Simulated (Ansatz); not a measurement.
An Ansatz (a first-principles code) run: WO3 with a change (pressure 0.7 GPa); PBEsol (Ansatz, PAW, without spin-orbit coupling).

Input:

Ansatz 0.2 input:
```yaml
crystal:
  lattice:
    - [2.7250466841, -2.7350363606, 0]
    - [2.7250466841, 2.7350363606, 0]
    - [0, 0, 7.4580125384]
  atoms:
    - { symbol: W, position: [0.5585479217, 0.4414520783, 0.75] }
    - { symbol: W, position: [0.4414520783, 0.5585479217, 0.25] }
    - { symbol: O, position: [0.5, 0.5, 0.5] }
    - { symbol: O, position: [0.5, 0.5, 0] }
    - { symbol: O, position: [0.4791892815, 0.017990719, 0.25] }
    - { symbol: O, position: [0.5208107185, 0.982009281, 0.75] }
    - { symbol: O, position: [0.017990719, 0.4791892815, 0.75] }
    - { symbol: O, position: [0.982009281, 0.5208107185, 0.25] }
basis: { ecutwfc: 420, ecutrho_ratio: 4, xc_grid: 2, fft_grid_basis: typed }
kpoints: { mp_grid: { grid: [9, 9, 5] } }
hamiltonian:
  xc: pbesol
  dispersion: none
  pseudopotentials: { kind: paw }
scf: { occupations: { method: fermi_dirac, width: 0.05 } }
relax: { f_tol: 0.01, max_steps: 60, cell: { stress_tol: 0.02, p_target: 0.7 } }
output: { forces: true, stress: true }
checkpoint: { write: state.ck, write_every: 1000 }
```

Output (explanatory and most iteration lines left out):

```
Relaxation: its limit of steps is 60 (relax.max_steps)
Pseudopotential: W, paw, valence charge 14
Pseudopotential: O, paw, valence charge 6
Crystal: 8 atoms, lattice volume = 111.171 Å³
Basis set: ecut = 420 eV, 2173 PW (Γ), exchange–correlation on 54×54×100 points (8 copies of the dense FFT grid, shifted against one another)
Bands: 40, of which v1, the nominal top of the filled ones, is band 32 counted from 1 (31 counted from 0)
Symmetry: 8 space group operations
Space group: Cmcm (ITA 63), of the structure as read, at distance tolerance 4.8e-5 Å
k-points: 75 of 405
Functional: x = pbesol(κ = 0.804, μ = 0.12345679012345678), c = pbesol(β = 0.046)
SCF iter   1: F=—  HF=-23880.528672 eV  |F-HF|=—  |Δ(HF+E_count)|=         —  Δρ=1.80e-2  dr2=3.29e-1  ethr=1.77e-3  ⟨swp⟩=6.1  Hψ=12276  notcnv=0  defer=1
SCF iter   2: F=—  HF=-23880.467849 eV  |F-HF|=—  |Δ(HF+E_count)|=   6.08e-2  Δρ=6.32e-3  dr2=3.94e-2  ethr=5.13e-4  ⟨swp⟩=2.0  Hψ=5419  notcnv=0  defer=115
SCF 1 converged in 8 iterations: F = -23880.460904 eV  dr2 = 2.05e-8
relax step   1: F+E_penalty+E_count = -23880.46090416 eV  Δ(F+E_penalty+E_count) = +0.000e0 eV  max|allowed force component| = 6.313e-4 eV/Å  Δτ_max = 0.0000 Å  P = +0.292 GPa  Ω = 111.171 Å³  (8 SCF iters, dr2 threshold 1.00e-7 eV, accepted)
[... steps on the carried basis left out ...]
relax step   9: F+E_penalty+E_count = -23880.46002164 eV  Δ(F+E_penalty+E_count) = +7.775e-5 eV  max|allowed force component| = 1.728e-4 eV/Å  Δτ_max = 0.0000 Å  P = +0.700 GPa  Ω = 110.901 Å³  stress off target by 1.40e-3 GPa  SCF on the basis re-selected at this cell (its energy is not comparable with the rows above)  (9 SCF iters)
SCF converged after 9 iterations
Free energy (F): -23880.460022 eV
Internal energy: -23880.460022 eV  (E = F + TS)
E sigma→0 (E₀):  -23880.460022 eV
Entropy (-TS):   -0.000000 eV (-0.000 meV/atom)
Fermi energy:    6.577420 eV
--- Forces (eV/Å), atoms counted from 1 ---
  atom   1  W      0.00000000    -0.00005459     0.00000000
  atom   2  W     -0.00000000     0.00005459    -0.00000000
  atom   3  O      0.00000000    -0.00000000     0.00000000
  atom   4  O      0.00000000     0.00000000    -0.00000000
  atom   5  O      0.00017279     0.00005736    -0.00000000
  atom   6  O     -0.00017279    -0.00005736     0.00000000
  atom   7  O      0.00017279    -0.00005736     0.00000000
  atom   8  O     -0.00017279     0.00005736    -0.00000000
--- Stress (GPa, compression-positive) ---
        0.699876       0.000000       0.000000
        0.000000       0.698601       0.000000
        0.000000       0.000000       0.700248
  P = ⅓ Tr σ = 0.6996 GPa (6.996 kbar)
--- Relaxed structure (7 steps of the walk, 7 accepted, 2 SCFs on fresh bases) ---
  cell:  # Å, volume = 110.9006 Å³
    - [2.7225386615275733, -2.732197622421669, 0.0]
    - [2.7225386615275733, 2.732197622421669, 0.0]
    - [0.0, 0.0, 7.454485057203108]
  atoms:
    - { symbol: W, position: [0.5584634800489027, 0.4415365199510973, 0.75] }
    - { symbol: W, position: [0.4415365199510973, 0.5584634800489027, 0.25] }
    - { symbol: O, position: [0.49999999999999994, 0.49999999999999994, 0.5] }
    - { symbol: O, position: [0.49999999999999994, 0.49999999999999994, 0.0] }
    - { symbol: O, position: [0.4791624320503902, 0.01836902399615367, 0.25] }
    - { symbol: O, position: [0.52083756794961, 0.9816309760038466, 0.75] }
    - { symbol: O, position: [0.01836902399615367, 0.4791624320503902, 0.75] }
    - { symbol: O, position: [0.9816309760038466, 0.52083756794961, 0.25] }
```

Spin-orbit coupling, missing from the scalar runs, can matter with W. Load acts through the strain it causes; cell and atoms are relaxed under it. Whether these cells are dynamically stable was not tested. The cell was made from WO3 (space group Cmcm, No. 63; a cell from a computed database, its experimental status unchecked) by this change: pressure 0.7 GPa.
